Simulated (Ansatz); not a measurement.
## Amorphous Cu₂₄Zr₂₄

A CHGNet melt-quench gave the starting glass, which DFT then relaxed. The hot cell started wider than the set density and was brought back towards it in steps. It is the lowest in DFT energy of 3 quenches. It is a model cell: composition and starting density were chosen by hand, and all elements were melted together. No dispersion term was used.

Computed with PBE, scalar-relativistic without spin-orbit coupling (plane waves to 420 eV, PAW; Ansatz, a program for electronic structure). Geometry, pressure, stress and energy are those of the PBE run. Its sampling: a 2×2×2 Γ-centred mesh; Fermi-Dirac width 0.1 eV; no spin polarisation.

Number of atoms in the cell: 48
Density (volume relaxed, without dispersion): 7.26 g/cm³
Volume per atom: 17.70 Å³
Pressure on a 2×2×2 Γ-centred mesh: 0.08 GPa
Largest force and stress component on that mesh (the relaxation ran on one k-point at (1/4, 1/4, 1/4)): 0.21 eV/Å and 0.3 GPa
Gap on a 2×2×2 Γ-centred mesh (PBE): within the smearing (under twice its width)

Cut-offs for bonds: Cu-Cu 3.20 Å, Cu-Zr 3.78 Å, Zr-Zr 4.04 Å.

```
Item                                                                            Result
-----------------------  -------------------------------------------------------------
Mean coordination of Cu              10.79 (1 with 9, 9 with 10, 8 with 11, 6 with 12)
Mean coordination of Zr  15.12 (2 with 13, 6 with 14, 5 with 15, 9 with 16, 2 with 17)
Mean Zr-Zr bond                                   3.356 Å (spread 0.255 Å, 96 counted)
Mean Cu-Zr bond                                  2.942 Å (spread 0.270 Å, 171 counted)
```

Its density started from a set value of 7.20 g/cm³. Cooling (nominally 110 K/ps over its main leg) ran many orders faster than in experiment, which tends to leave more defects and strain. Values belong to this one cell and scatter from quench to quench. Volume and shape were free in the relaxation. On a 2×2×2 Γ-centred mesh force components of up to 0.21 eV/Å stay, since the relaxation ran on one k-point at (1/4, 1/4, 1/4).
